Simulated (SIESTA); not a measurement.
Input and output of a relaxation of cell and atoms for NaLiZnS2 (P3m1, 5 atoms in the cell) (SIESTA).

Level of theory: GGA PBEsol, numerical atomic orbitals DZP, PseudoDojo PBEsol standard norm-conserving potentials (rewritten from UPF to PSML) run with SIESTA.

```xyz
5
Lattice="3.9821 0.0000 0.0000 -1.9910 3.4486 0.0000 0.0000 0.0000 6.8239" Properties=species:S:1:pos:R:3 pbc="T T T"
Na     0.0000     0.0000     0.1785
Li     0.0000     2.2990     2.4337
Zn     1.9910     1.1495     4.1737
S      0.0000     2.2990     5.0074
S      1.9910     1.1495     1.8543
```

Reference input (self-consistent single point, DFT, GGA PBEsol, numerical atomic orbitals DZP, PseudoDojo PBEsol standard norm-conserving potentials (rewritten from UPF to PSML)): XC.functional = GGA; XC.authors = PBEsol; potentials = PseudoDojo PBEsol standard; PAO.BasisSize = DZP; PAO.EnergyShift = 0.005 Ry; MeshCutoff = 300 Ry; kgrid.MonkhorstPack = 10 10 5; OccupationFunction = FD; ElectronicTemperature = 10 K; PAO.Polarization.NonPerturbative = true; MaxSCFIterations = 150; SCF.Mixer.Method = Broyden. This run's input differs from it in these lines:

```diff
@@ -47,2 +47,7 @@
 Diag.ParallelOverK           true
+MD.TypeOfRun                 FIRE
+MD.Steps                     40
+MD.MaxForceTol               0.02 eV/Ang
+MD.VariableCell              true
+MD.MaxStressTol              0.05 GPa
 WriteForces                  true
```

Log, with long lists cut:

```
        iscf     Eharris(eV)        E_KS(eV)     FreeEng(eV)     dDmax    Ef(eV) dHmax(eV)
   scf:    1    -7597.373106    -7683.639691    -7683.639705  1.707347 -2.489493 50.762163
   scf:    2    -7738.822707    -7723.333050    -7723.333050  0.593424 -5.118715  4.962794
   scf:    3    -7724.175253    -7723.798823    -7723.798823  0.064662 -5.483822  2.744598
   scf:    4    -7724.043230    -7723.960502    -7723.960502  0.059236 -5.886514  0.593358
   scf:    5    -7723.971417    -7723.968056    -7723.968056  0.019339 -6.000985  0.273022
   [... 3 lines left out ...]
   scf:    9    -7723.969789    -7723.969782    -7723.969782  0.000937 -5.972153  0.007994
   scf:   10    -7723.969785    -7723.969784    -7723.969784  0.000479 -5.971574  0.005137
   scf:   11    -7723.969784    -7723.969784    -7723.969784  0.000086 -5.972319  0.001220
   scf:   12    -7723.969784    -7723.969784    -7723.969784  0.000044 -5.972510  0.000788
SCF Convergence by DM+H criterion
max |DM_out - DM_in|         :     0.0000436098
max |H_out - H_in|      (eV) :     0.0007883723
SCF cycle converged after 12 iterations

Using DM_out to compute the final energy and forces

siesta: E_KS(eV) =            -7723.9698

siesta: E_KS - E_eggbox =     -7723.9698

siesta: Atomic forces (eV/Ang):
     1   -0.000008    0.000005    0.046591
     2   -0.000028    0.000016   -0.009744
     3   -0.000308    0.000179    0.048779
     4    0.000308   -0.000178    0.092845
     5    0.000047   -0.000027   -0.120095
   Tot    0.000010   -0.000005    0.058376
   Max    0.120095
   Res    0.042964    sqrt( Sum f_i^2 / 3N )
   Max    0.120095    constrained

Stress tensor Voigt[x,y,z,yz,xz,xy] (kbar):       15.04       15.54       11.28        0.00       -0.00        0.43
   [... lines left out ...]
siesta: Pressure (static):        -13.95348842  kBar
siesta: Pressure (total):        -13.95348842  kBar
No target stress found, assuming hydrostatic MD.TargetPressure.
Target stress (kBar)
outcell: Cell volume (Ang**3)        :     89.9811
        iscf     Eharris(eV)        E_KS(eV)     FreeEng(eV)     dDmax    Ef(eV) dHmax(eV)
siesta: Pressure (static):          0.07256669  kBar
siesta: Pressure (total):          0.07256669  kBar
outcell: Cell volume (Ang**3)        :     89.9811
siesta: FreeEng =     -7723.990452
   [... lines left out ...]
   5  6.698   1.653   0.077   1.797   1.721   1.797  -0.129  -0.192  -0.130
              0.011   0.022   0.037   0.022   0.011

mulliken: Qtot =       44.000

Mulliken Atomic Populations:
Atom #   charge [q] valence [e]  Species
     1     0.544216    8.455784  Na
     2     0.071759    2.928241  Li
     3     0.739297   19.260703  Zn
     4    -0.656799    6.656799  S
     5    -0.698473    6.698473  S
 Total     0.000000
```

The run converged. 

Summary of the result:
| Quantity | Result |
|---|---|
| Free energy E − TS | -7723.9905 eV |
| Top of the valence band (on the code's own zero) | -6.09 eV |
| Gap on the k-point mesh | 1.98 eV |
| Pressure | 0.01 GPa |
| Largest force (vector length) | 0.017 eV/Å |
| Final cell | a = 3.9423 Å, b = 3.9423 Å, c = 6.6911 Å, α = 90.01°, β = 89.99°, γ = 120.09° |
| Final volume per atom | 18.00 Å³ |
| Relaxation steps | 36 |

The starting cell comes from a database of computed structures (which also holds hypothetical and non-ambient phases and stackings), without a prior relaxation at this level. Values carry the incompleteness of an atom-centred basis.

Cost on one core of a shared machine: roughly 7 min.
